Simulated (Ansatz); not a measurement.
Worked example: self-consistent single point of Sb (Pm-3m, 1 atom in the cell) in Ansatz (a first-principles code).

Level of theory: PBEsol, PAW files made with PBE (plane waves; Ansatz).

The change in words: lattice scaled by 0.98; basis.ecutwfc: 420 eV → 145 eV. Reference geometry:
```
CELL_PARAMETERS angstrom
      3.07409     0.00000     0.00000
      0.00000     3.07409     0.00000
      0.00000     0.00000     3.07409
ATOMIC_POSITIONS crystal
  Sb 0.00000 0.00000 0.00000
```

Reference input (self-consistent single point, DFT, PBEsol, plane waves, PAW files made with PBE): basis.ecutwfc = 420 eV; kpoints.mp_grid.grid = 11 11 11; hamiltonian.xc = pbesol; hamiltonian.pseudopotentials = {kind: paw} (the program's default PAW files); scf.occupations.method = gaussian; scf.occupations.width = 0.1 eV. This run's input differs from it in these lines:

Ansatz 0.2 input:
```diff
@@ -3,5 +3,5 @@
   lattice:
-    - [3.074090, 0.000000, 0.000000]
-    - [0.000000, 3.074090, 0.000000]
-    - [0.000000, 0.000000, 3.074090]
+    - [3.012608, 0.000000, 0.000000]
+    - [0.000000, 3.012608, 0.000000]
+    - [0.000000, 0.000000, 3.012608]
   atoms:
@@ -9,3 +9,3 @@
 basis:
-  ecutwfc: 420.0 eV
+  ecutwfc: 145.0 eV
 kpoints:
```

The program printed (abridged):

```
SCF iter   1: F=—  HF=-6375.058645 eV  |F-HF|=—  |Δ(HF+E_count)|=         —  Δρ=1.93e-1  dr2=6.19e0  ethr=3.10e-3  ⟨swp⟩=3.9  Hψ=3341  notcnv=0
all-band conjugate gradients solve this SCF's bands
preconditioner: auto → none
SCF iter   2: F=—  HF=-6370.431622 eV  |F-HF|=—  |Δ(HF+E_count)|=    4.63e0  Δρ=9.28e-2  dr2=1.38e0  ethr=3.10e-3  ⟨swp⟩=2.0  Hψ=1766  notcnv=0  defer=27
   [... lines left out ...]
SCF iter   4: F=—  HF=-6369.361127 eV  |F-HF|=—  |Δ(HF+E_count)|=   1.86e-3  Δρ=7.79e-4  dr2=1.14e-4  ethr=3.15e-5  ⟨swp⟩=2.3  Hψ=1012  notcnv=0  defer=27
SCF iter   5: F=—  HF=-6369.361085 eV  |F-HF|=—  |Δ(HF+E_count)|=   4.20e-5  Δρ=4.51e-5  dr2=5.40e-7  ethr=7.62e-7  ⟨swp⟩=2.2  Hψ=1110  notcnv=0  defer=27
SCF iter   6: F=—  HF=-6369.360859 eV  |F-HF|=—  |Δ(HF+E_count)|=   2.26e-4  Δρ=1.40e-5  dr2=2.65e-8  ethr=6.67e-10  ⟨swp⟩=6.9  Hψ=3392  notcnv=0
SCF iter   7: F=-6369.360859 eV  HF=-6369.360859 eV  |F-HF|=5.46e-10  |Δ(HF+E_count)|=   4.45e-9  Δρ=3.37e-6  dr2=1.13e-9  ethr=1.77e-10  ⟨swp⟩=2.0  Hψ=1747  notcnv=0
SCF 1 converged in 7 iterations: F = -6369.360859 eV  dr2 = 1.13e-9
Free energy (F): -6369.360859 eV
Internal energy: -6369.358057 eV  (E = F + TS)
E sigma→0 (E₀):  -6369.359458 eV
Entropy (-TS):   -0.002802 eV (-2.802 meV/atom)
Fermi energy:    11.665621 eV
--- Forces (eV/Å), atoms counted from 1 ---
  atom   1  Sb    -0.00000000    -0.00000000    -0.00000000
--- Stress (GPa, compression-positive) ---
       16.766382       0.000000       0.000000
       -0.000000      16.766382       0.000000
        0.000000       0.000000      16.766382
  P = ⅓ Tr σ = 16.7664 GPa (167.664 kbar)
  The stress holds the Pulay correction. Without it, at fixed plane waves, as pw.x and ABINIT print it: P = -897.9780 GPa
```

The run converged in 7 iterations. Against the reference run the free energy goes up by 38.8 eV/atom and the pressure goes from -0.44 to 16.77 GPa.

The starting cell comes from a database of computed structures (which also holds hypothetical and non-ambient phases and stackings), without a prior relaxation at this level. Its lattice was rescaled by up to half a per cent. For this run, on top of that: lattice scaled by 0.98. Ansatz's pressure includes its estimate of the finite-basis (Pulay) stress. Without the estimate this run gives -897.98 GPa. The cutoff lies below the one recommended for these files.
